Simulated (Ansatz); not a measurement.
Consider ZnS in the zinc blende structure (space group F-43m, No. 216).

```yaml
crystal:
  lattice:
    - [0.00000, 2.64841, 2.64841]
    - [2.64841, 0.00000, 2.64841]
    - [2.64841, 2.64841, 0.00000]
  atoms:
    - { symbol: Zn, position: [0.00000, 0.00000, 0.00000] }
    - { symbol: S, position: [0.75000, 0.75000, 0.75000] }
```

Calculations: LDA in Ansatz (plane waves to 420 eV, PAW, without spin-orbit coupling).

For the base:

* **Electron mass**: 0.17 mₑ (at Γ)
* **Band gap**: 2.13 eV

One thing is altered: a hydrostatic pressure of 4.5 GPa.

What happens to the electron mass?

The electron mass changes from 0.17 mₑ (at Γ) to 0.18 mₑ (at Γ).

What happens to the band gap?

The band gap rises by 0.21 eV to 2.34 eV.

Load acts through the strain it causes; cell and atoms are relaxed under it. Effective masses come from finite differences of ±0.01 Å⁻¹. Stability against distortions was not tested. Tetrahedral semiconductors of this kind turn to denser phases somewhere between about 1 and 50 GPa; those were not computed, so compressed cells here can lie past the real transition.

Ansatz is a first-principles code.
